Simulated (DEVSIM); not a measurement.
Structure: illuminated In0.53Ga0.47As p-on-n cell, one wavelength, at 400 K.

| layer (left to right) | material | thickness (μm) | Nd (cm⁻³) | Na (cm⁻³) | τn (s) | τp (s) | absorption coefficient (cm⁻¹) |
|---|---|---|---|---|---|---|---|
| 1 | In0.53Ga0.47As | 0.140 | - | 5.1e17 | 5.6e-8 | 9.4e-9 | 11000 |
| 2 | In0.53Ga0.47As | 0.620 | 1.5e16 | - | 5.9e-8 | 5.9e-8 | 11000 |

Left contact: ohmic, minority electron recombination velocity 20000 cm/s. Right contact: ohmic, minority hole recombination velocity 10 cm/s. Voltage is applied to the left contact. Recombination: SRH at mid-gap, radiative, Auger. Light enters at the left, 1.3e18 photons cm⁻² s⁻¹, one pass, no reflection. Mobility is μmin + (μ − μmin)/(1 + (N/Nref)^α).

Constants are typed, rounded textbook-type inputs, not results; the design itself was drawn at random and stands for no fabricated device. Values at 300 K; Nc and Nv go as T^1.5, mobilities as T to minus their exponent, the gap by Varshni's rule with the affinity fixed.

```csv
parameter,In0.53Ga0.47As
gap (eV),0.74
affinity (eV),4.51
permittivity,13.9
Nc (cm⁻³),2.1e17
Nv (cm⁻³),7.7e18
μn (cm²/Vs),12000
μp (cm²/Vs),300
"μn,min",300
"μp,min",10
"Nref,n",1.3e17
"Nref,p",4.9e17
αn,0.48
αp,0.4
T exponent of μn,1.6
T exponent of μp,1.6
B (cm³/s),9.6e-11
Cn (cm⁶/s),5e-29
Cp (cm⁶/s),5e-29
Varshni α (eV/K),0.00035
Varshni β (K),190
```

DEVSIM, 1D drift-diffusion, Boltzmann statistics, complete ionisation; no tunnelling, impact ionisation, image-force lowering or self-heating.

The doping Na of layer 1 was swept, all else fixed.

```tsv
doping Na of layer 1 (cm^-3)	largest field in the device at zero bias (V/cm)	open-circuit voltage (V)	dark forward voltage at 1 A/cm² (V)	fill factor
1.5e16	25000	0.162	0.237	0.53
5.1e16	33000	0.199	0.275	0.57
1.5e17	39000	0.226	0.305	0.59
5.1e17	[?]	[?]	[?]	0.60
1.5e18	78000	0.256	0.344	0.60
5.1e18	130000	0.259	0.350	0.60
```

Complete the blanks.


- 5.1e17, largest field in the device at zero bias (V/cm): 53000
- 5.1e17, open-circuit voltage (V): 0.247
- 5.1e17, dark forward voltage at 1 A/cm² (V): 0.331
